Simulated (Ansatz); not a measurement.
An Ansatz (a quantum-chemistry and plane-wave program) run: PbS with a change (tensor shear ε_xy = +1.14 %); PBEsol (Ansatz; PAW; 420 eV plane waves; no SOC).

Input:

Ansatz 0.2 input:
```yaml
crystal:
  lattice:
    - [0.0336452826, 2.9513405782, 2.9513405782]
    - [2.9513405782, 0.0336452826, 2.9513405782]
    - [2.9849858608, 2.9849858608, 0]
  atoms:
    - { symbol: Pb, position: [0, 0, 0] }
    - { symbol: S, position: [0.5, 0.5, 0.5] }
basis: { ecutwfc: 420, ecutrho_ratio: 4, xc_grid: 2, fft_grid_basis: typed }
kpoints: { mp_grid: { grid: [10, 10, 10] } }
hamiltonian:
  xc: pbesol
  dispersion: none
  pseudopotentials: { kind: paw }
scf: { occupations: { method: fermi_dirac, width: 0.05 }, convergence: { dr2_threshold: 0.0000000002 } }
relax: { f_tol: 0.005, max_steps: 50 }
output: { forces: true, stress: true }
checkpoint: { write: state.ck, write_every: 1000 }
```

Output (explanatory and most iteration lines left out):

```
Relaxation: its limit of steps is 50 (relax.max_steps)
Pseudopotential: Pb, paw, valence charge 14
Pseudopotential: S, paw, valence charge 6
Crystal: 2 atoms, lattice volume = 51.408 Å³
Basis set: ecut = 420 eV, 961 PW (Γ), exchange–correlation on 60×60×60 points (8 copies of the dense FFT grid, shifted against one another)
Bands: 14, of which v1, the nominal top of the filled ones, is band 10 counted from 1 (9 counted from 0)
Symmetry: 8 space group operations
Space group: Immm (ITA 71), of the structure as read, at distance tolerance 3.7e-5 Å
k-points: 171 of 1000
Functional: x = pbesol(κ = 0.804, μ = 0.12345679012345678), c = pbesol(β = 0.046)
SCF iter   1: F=—  HF=-12640.930063 eV  |F-HF|=—  |Δ(HF+E_count)|=         —  Δρ=4.20e-3  dr2=1.72e-2  ethr=1.77e-3  ⟨swp⟩=6.4  Hψ=14417  notcnv=0
SCF iter   2: F=—  HF=-12640.924562 eV  |F-HF|=—  |Δ(HF+E_count)|=   5.50e-3  Δρ=1.92e-3  dr2=3.42e-3  ethr=8.59e-5  ⟨swp⟩=1.7  Hψ=4016  notcnv=0
SCF 1 converged in 8 iterations: F = -12640.923640 eV  dr2 = 3.33e-11
relax step   1: F+E_penalty+E_count = -12640.92363957 eV  Δ(F+E_penalty+E_count) = +0.000e0 eV  max|allowed force component| = 0.000e0 eV/Å  Δτ_max = 0.0000 Å  (8 SCF iters, accepted)
SCF converged after 8 iterations
Free energy (F): -12640.923640 eV
Internal energy: -12640.923313 eV  (E = F + TS)
E sigma→0 (E₀):  -12640.923476 eV
Entropy (-TS):   -0.000327 eV (-0.163 meV/atom)
Fermi energy:    8.657562 eV
--- Forces (eV/Å), atoms counted from 1 ---
  atom   1  Pb     0.00000000     0.00000000     0.00000000
  atom   2  S      0.00000000     0.00000000     0.00000000
--- Stress (GPa, compression-positive) ---
       -0.003016      -0.438845       0.000000
       -0.438845      -0.003016       0.000000
       -0.000000      -0.000000      -0.016096
  P = ⅓ Tr σ = -0.0074 GPa (-0.074 kbar)
--- Relaxed structure (1 steps of the walk, 1 accepted, 0 SCFs on fresh bases) ---
  atoms:
    - { symbol: Pb, position: [0.0, 0.0, 0.0] }
    - { symbol: S, position: [0.5, 0.5, 0.5] }
```

Spin-orbit coupling, missing from the scalar runs, can matter with Pb. The cells carry an imposed strain or load. Whether these cells are dynamically stable was not tested. The cell was made from PbS in the rock salt structure (space group Fm-3m, No. 225) by this change: tensor shear ε_xy = +1.14 %.
